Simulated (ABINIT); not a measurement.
Convergence study of the plane-wave cutoff for Cl (Cm, 4 atoms in the cell)

```
CELL_PARAMETERS angstrom
      2.24672    -3.12936     0.00000
      2.24672     3.12936     0.00000
      0.00000     0.00000     8.28478
ATOMIC_POSITIONS crystal
  Cl 0.87700 0.87700 0.90304
  Cl 0.62300 0.62300 0.39700
  Cl 0.37700 0.37700 0.60300
  Cl 0.12300 0.12300 0.10300
```

Method: PBEsol, norm-conserving pseudopotentials (PseudoDojo nc-sr-04 PBEsol standard) (plane waves; ABINIT).

Base settings: pseudos = [Cl.upf]; ecut = 789 eV; occopt = 3; tsmear = 0.01 eV; ngkpt = 3 3 1; nshiftk = 1; shiftk = 0 0 0; potentials = PseudoDojo nc-sr-04 PBEsol standard; nband = 19; kptopt = 1.

The second cell is the first with its lattice scaled by 0.98.

The mesh stays at the base's, so the ladder's end is converged at best in this setting alone.

Only quantities that move along the ladder and can be compared are tabulated; the gap is left out on so coarse a mesh.

The count of work is k-points × plane waves × bands × iterations; it is no time. 

The starting cell has typed, rounded lattice constants, without a prior relaxation at this level. Its lattice was rescaled by up to half a per cent. One atom was moved a little off its site on purpose. The mesh is very coarse (it stands for a supercell whose shortest vector is 8 Å): a converged loop gives no converged values here.

Steps (ecut): 272 eV; 327 eV; 354 eV; 381 eV; 435 eV; 463 eV; 544 eV; 626 eV; 707 eV; 789 eV; 871 eV; 952 eV; 1061 eV; 1197 eV; 1388 eV; 1578 eV; 1905 eV.

Problem. What is the coarsest ecut that holds the free energy within 2 meV/atom of the last step, with all finer ones?

Solution. 789 eV, at 0.25 of the last step's count of work; the step before is off by 2.2 meV/atom.

Problem. What is the coarsest ecut that holds the energy of the compressed cell less the first within 2 meV/atom of the last step, with all finer ones?

Solution. 463 eV, at 0.12 of the last step's count of work; the step before is off by 2.2 meV/atom.

Problem. What is the coarsest ecut that holds the forces within 0.02 eV/Å of the last step, with all finer ones?

Solution. 544 eV, at 0.14 of the last step's count of work; the step before is off by 0.034 eV/Å.

| ecut | free energy less the last step's (meV/atom) | energy of the compressed cell less the first (meV/atom) | pressure (GPa) | largest difference of a force vector from the last step's (eV/Å) | count of work / last |
|---|---|---|---|---|---|
| 272 eV | 1257.22 | -2.66 | -16.33 | 0.026 | 0.049 |
| 327 eV | 634.40 | -8.15 | -10.59 | 0.016 | 0.064 |
| 354 eV | 437.01 | 1.33 | -8.33 | 0.011 | 0.077 |
| 381 eV | 309.36 | 4.30 | -6.67 | 0.015 | 0.071 |
| 435 eV | 148.60 | -3.49 | -4.20 | 0.032 | 0.098 |
| 463 eV | 98.69 | -0.04 | -3.29 | 0.034 | 0.12 |
| 544 eV | 30.18 | -1.46 | -1.82 | 0.018 | 0.14 |
| 626 eV | 8.30 | -1.20 | -1.23 | 0.004 | 0.17 |
| 707 eV | 2.25 | -1.26 | -1.03 | 0.001 | 0.21 |
| 789 eV | 0.64 | -1.26 | -0.96 | 0.001 | 0.25 |
| 871 eV | 0.27 | -1.26 | -0.94 | 0.001 | 0.31 |
| 952 eV | 0.21 | -1.26 | -0.94 | 0.001 | 0.35 |
| 1061 eV | 0.19 | -1.26 | -0.94 | 0.001 | 0.42 |
| 1197 eV | 0.12 | -1.26 | -0.94 | 0.000 | 0.50 |
| 1388 eV | 0.09 | -1.27 | -0.94 | 0.000 | 0.66 |
| 1578 eV | 0.07 | -1.27 | -0.94 | 0.000 | 0.71 |
| 1905 eV | 0.00 | -1.27 | -0.94 | 0.000 | 1.0 |

The energy difference between the two cells stays within 1 meV/atom of the last step's from 544 eV on, the total only from 789 eV on: much of the error is common to both cells and cancels.

At the lowest cutoff the pressure lies 15.4 GPa under the last step's, the usual sign of Pulay stress in an incomplete plane-wave basis.
